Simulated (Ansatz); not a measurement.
An Ansatz (an electronic-structure program) input (PBEsol, PAW, 420 eV (Ansatz; no SOC)):

Ansatz 0.2 input:
```yaml
crystal:
  lattice:
    - [-1.7121606485, 1.7121606485, 1.7171403555]
    - [1.7121606485, -1.7121606485, 1.7171403555]
    - [1.7221200625, 1.7221200625, -1.7171403555]
  atoms:
    - { symbol: Li, position: [0, 0, 0] }
basis: { ecutwfc: 420, ecutrho_ratio: 4, xc_grid: 2, fft_grid_basis: typed }
kpoints: { mp_grid: { grid: [27, 27, 27] } }
hamiltonian:
  xc: pbesol
  dispersion: none
  pseudopotentials: { kind: paw }
scf: { occupations: { method: fermi_dirac, width: 0.1 }, convergence: { dr2_threshold: 0.0000000001 } }
relax: { f_tol: 0.005, max_steps: 50 }
output: { forces: true, stress: true }
checkpoint: { write: state.ck, write_every: 1000 }
```

Which symmetry and how many k-points will the program report, and about how many plane waves at Γ?

Space group Fmmm (ITA 69) with 8 operations, k-points 2744 of 19683, and 381 plane waves at Γ.

The cells carry an imposed strain or load. Whether these cells are dynamically stable was not tested. The cell was made from Li in the bcc (W type) structure (space group Im-3m, No. 229) by this change: tensor shear ε_xy = +0.29 %.
